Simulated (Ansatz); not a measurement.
Worked example: self-consistent single point of CoGa (Pm-3m, 2 atoms in the cell) in Ansatz (a quantum-chemistry and plane-wave program).

Level of theory: PBE, PAW files (plane waves; Ansatz).

The change in words: lattice scaled by 0.98. Reference geometry:
```yaml
crystal:
  lattice:
    - [2.88000, 0.00000, 0.00000]
    - [0.00000, 2.88000, 0.00000]
    - [0.00000, 0.00000, 2.88000]
  atoms:
    - { symbol: Ga, position: [0.50000, 0.50000, 0.50000] }
    - { symbol: Co, position: [0.00000, 0.00000, 0.00000] }
```

Reference input (self-consistent single point, DFT, PBE, plane waves, PAW files): kpoints.mp_grid.grid = 8 8 8; hamiltonian.xc = pbe; hamiltonian.pseudopotentials = {kind: paw} (an earlier, softer set of the program's PAW files); scf.occupations.method = fermi_dirac; scf.occupations.width = 0.1 eV. This run's input differs from it in these lines:

```diff
@@ -2,7 +2,7 @@
   lattice:
-    - [2.88000000, 0.00000000, 0.00000000]
-    - [0.00000000, 2.88000000, 0.00000000]
-    - [0.00000000, 0.00000000, 2.88000000]
+    - [2.82240000, 0.00000000, 0.00000000]
+    - [0.00000000, 2.82240000, 0.00000000]
+    - [0.00000000, 0.00000000, 2.82240000]
   atoms:
-    - { symbol: Ga, position_ang: [1.44000000, 1.44000000, 1.44000000] }
+    - { symbol: Ga, position_ang: [1.41120000, 1.41120000, 1.41120000] }
     - { symbol: Co, position_ang: [0.00000000, 0.00000000, 0.00000000] }
```

Output, abridged:

```
SCF iter   1: F=—  HF=-8910.168934 eV  |F-HF|=—  |Δ(HF+E_count)|=         —  Δρ=1.43e-1  dr2=3.91e0  ethr=3.10e-3  ⟨swp⟩=5.2  Hψ=2813  notcnv=0
all-band conjugate gradients solve this SCF's bands
preconditioner: auto → none
SCF iter   2: F=—  HF=-8909.999552 eV  |F-HF|=—  |Δ(HF+E_count)|=   1.69e-1  Δρ=1.15e-1  dr2=2.52e0  ethr=3.10e-3  ⟨swp⟩=2.2  Hψ=1176  notcnv=0
   [... lines left out ...]
SCF iter   5: F=—  HF=-8909.657956 eV  |F-HF|=—  |Δ(HF+E_count)|=   3.06e-3  Δρ=2.10e-3  dr2=3.97e-4  ethr=1.34e-5  ⟨swp⟩=2.0  Hψ=1225  notcnv=0
SCF iter   6: F=—  HF=-8909.658017 eV  |F-HF|=—  |Δ(HF+E_count)|=   6.04e-5  Δρ=8.59e-4  dr2=9.58e-5  ethr=1.32e-6  ⟨swp⟩=2.0  Hψ=1059  notcnv=0
SCF iter   7: F=—  HF=-8909.657997 eV  |F-HF|=—  |Δ(HF+E_count)|=   2.00e-5  Δρ=1.10e-4  dr2=1.67e-6  ethr=3.19e-7  ⟨swp⟩=2.0  Hψ=784  notcnv=0
SCF iter   8: F=-8909.657996 eV  HF=-8909.657996 eV  |F-HF|=1.24e-8  |Δ(HF+E_count)|=   5.83e-7  Δρ=5.02e-6  dr2=3.38e-9  ethr=3.33e-10  ⟨swp⟩=3.9  Hψ=3179  notcnv=0
SCF 1 converged in 8 iterations: F = -8909.657996 eV  dr2 = 3.38e-9
Free energy (F): -8909.657996 eV
Internal energy: -8909.618197 eV  (E = F + TS)
E sigma→0 (E₀):  -8909.638097 eV
Entropy (-TS):   -0.039799 eV (-19.900 meV/atom)
Fermi energy:    18.141556 eV
--- Forces (eV/Å), atoms counted from 1 ---
  atom   1  Ga     0.00000000    -0.00000000     0.00000000
  atom   2  Co    -0.00000000     0.00000000    -0.00000000
--- Stress (GPa, compression-positive) ---
       12.983316       0.000000       0.000000
       -0.000000      12.983316       0.000000
        0.000000       0.000000      12.983316
  P = ⅓ Tr σ = 12.9833 GPa (129.833 kbar)
  The stress holds the Pulay correction. Without it, at fixed plane waves, as pw.x and ABINIT print it: P = 12.8397 GPa
```

The run converged in 8 iterations. Against the reference run the free energy goes up by 28.1 meV/atom and the pressure goes from 0.52 to 12.98 GPa.

The starting cell has typed, rounded lattice constants, without a prior relaxation at this level. For this run, on top of that: lattice scaled by 0.98. Spin polarisation is off. With a pressure of about 13 GPa the cell is away from its equilibrium volume at this level. Ansatz's pressure includes its estimate of the finite-basis (Pulay) stress.

Keys are those of Ansatz 0.2.
